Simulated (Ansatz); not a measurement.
Worked example: self-consistent single point of Li₂HfO₃ (Cm, 6 atoms in the cell) in Ansatz (a first-principles code).

Computed with PBEsol, default PAW files made with PBE (plane waves; Ansatz).

```yaml
crystal:
  lattice:
    - [4.80618, -2.09009, 0.00000]
    - [4.80618, 2.09009, 0.00000]
    - [-0.06897, 0.00000, 3.19758]
  atoms:
    - { symbol: Li, position: [0.65680, 0.65680, 0.52283] }
    - { symbol: Li, position: [0.34331, 0.34331, 0.49281] }
    - { symbol: Hf, position: [0.00000, 0.00000, 0.00000] }
    - { symbol: O, position: [0.85976, 0.85976, 0.49067] }
    - { symbol: O, position: [0.14024, 0.14024, 0.50933] }
    - { symbol: O, position: [0.50000, 0.50000, 0.00000] }
```

Reference input (self-consistent single point, DFT, PBEsol, plane waves, default PAW files made with PBE): basis.ecutwfc = 30.9 Ry; kpoints.mp_grid.grid = 7 7 8; hamiltonian.xc = pbesol; hamiltonian.pseudopotentials = {kind: paw} (the program's default PAW files); scf.occupations.method = fermi_dirac; scf.occupations.width = 0.0015 Ry. This run's input differs from it in these lines:

Ansatz 0.2 input:
```diff
@@ -16,3 +16,4 @@
   mp_grid:
-    grid: [7, 7, 8]
+    grid: [10, 10, 12]
+    shift: [0.5, 0.5, 0.5]
 hamiltonian:
```

The program printed (abridged):

```
SCF iter   1: F=—  HF=-17695.857923 eV  |F-HF|=—  |Δ(HF+E_count)|=         —  Δρ=1.62e-2  dr2=1.51e-1  ethr=1.77e-3  ⟨swp⟩=6.2  Hψ=37819  notcnv=0
all-band conjugate gradients solve this SCF's bands
preconditioner: auto → Resta (q_TF=auto, 2.617 Å⁻¹)
SCF iter   2: F=—  HF=-17695.820505 eV  |F-HF|=—  |Δ(HF+E_count)|=   3.74e-2  Δρ=3.43e-3  dr2=3.45e-3  ethr=3.01e-4  ⟨swp⟩=2.0  Hψ=17805  notcnv=0  defer=574
   [... lines left out ...]
SCF iter   5: F=—  HF=-17695.819397 eV  |F-HF|=—  |Δ(HF+E_count)|=   3.89e-5  Δρ=1.30e-4  dr2=1.11e-5  ethr=1.91e-7  ⟨swp⟩=2.9  Hψ=18963  notcnv=0  defer=574
SCF iter   6: F=—  HF=-17695.819466 eV  |F-HF|=—  |Δ(HF+E_count)|=   6.85e-5  Δρ=3.83e-5  dr2=9.56e-7  ethr=2.23e-8  ⟨swp⟩=2.0  Hψ=17442  notcnv=0  defer=574
SCF iter   7: F=—  HF=-17695.819466 eV  |F-HF|=—  |Δ(HF+E_count)|=   2.76e-7  Δρ=3.03e-5  dr2=5.06e-7  ethr=2.00e-10  ⟨swp⟩=9.4  Hψ=46853  notcnv=0
SCF iter   8: F=-17695.819466 eV  HF=-17695.819466 eV  |F-HF|=4.79e-9  |Δ(HF+E_count)|=   4.44e-8  Δρ=5.61e-6  dr2=1.98e-8  ethr=2.00e-10  ⟨swp⟩=3.1  Hψ=41390  notcnv=0
SCF 1 converged in 8 iterations: F = -17695.819466 eV  dr2 = 1.98e-8
Free energy (F): -17695.819466 eV
Internal energy: -17695.819466 eV  (E = F + TS)
E sigma→0 (E₀):  -17695.819466 eV
Fermi energy:    10.114484 eV
--- Forces (eV/Å), atoms counted from 1 ---
  atom   1  Li     0.02945183    -0.00000000    -0.09093101
  atom   2  Li    -0.02393899     0.00000000    -0.00519247
  atom   3  Hf     0.00035053    -0.00000000     0.03827186
  atom   4  O     -0.05511300    -0.00000000     0.01722623
  atom   5  O      0.05144251     0.00000000     0.04913482
  atom   6  O     -0.00219373    -0.00000000    -0.00850612
--- Stress (GPa, compression-positive) ---
       -2.171353       0.000000       0.051726
        0.000000      -2.274117       0.000000
        0.051726       0.000000      -2.013471
  P = ⅓ Tr σ = -2.1530 GPa (-21.530 kbar)
  The stress holds the Pulay correction. Without it, at fixed plane waves, as pw.x and ABINIT print it: P = -2.7948 GPa
```

The run converged in 8 iterations. Against the reference run the free energy is nearly the same (within 1 meV/atom), the pressure stays at -2.15 GPa, the largest force stays at 0.096 eV/Å and the gap on the mesh goes from 4.019 to 4.063 eV.

The starting cell comes from a database of computed structures (which also holds hypothetical and non-ambient phases and stackings), without a prior relaxation at this level. Its lattice was rescaled by up to half a per cent. One atom was moved a little off its site on purpose. Spin-orbit coupling is off. Ansatz's pressure includes its estimate of the finite-basis (Pulay) stress. Without the estimate this run gives -2.79 GPa. The shifted mesh does not hold Γ, so a gap read on it misses any band edge there.

Cost on one core of a shared machine: roughly 60 s.
